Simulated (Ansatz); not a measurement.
## Pressure series in TiB2

The parent structure is TiB2 (space group P6/mmm, No. 191; a = 3.0320 Å, c = 3.2244 Å).

Cell and atoms are relaxed at each pressure.

All numbers come from Ansatz (a quantum-chemistry and plane-wave program), PBE, PAW, cutoff 420 eV, no spin-orbit coupling.

Two rows of this table had their results exchanged by mistake.

| pressure | volume per atom (Å³) | shortest distance (Å) | band gap |
|---|---|---|---|
| pressure −2 GPa | 8.63 | 1.755 | zero |
| pressure −1 GPa | 8.59 | 1.753 | zero |
| pressure 0.9 GPa | 8.53 | 1.749 | zero |
| pressure 2.1 GPa | 8.49 | 1.746 | zero |
| pressure 4.5 GPa | 7.75 | 1.701 | zero |
| pressure 9 GPa | 8.27 | 1.734 | zero |
| pressure 15 GPa | 8.11 | 1.723 | zero |
| pressure 22.5 GPa | 7.92 | 1.712 | zero |
| pressure 30 GPa | 8.41 | 1.742 | zero |

Which two?

The rows for pressure 4.5 GPa and pressure 30 GPa: the volume has to fall steadily with pressure, so 8.41 Å³ belongs to pressure 4.5 GPa and 7.75 Å³ to pressure 30 GPa.

Load acts through the strain it causes; cell and atoms are relaxed under it. Stability against distortions was not tested. Competing high-pressure phases were not computed. All final runs are without spin polarisation.
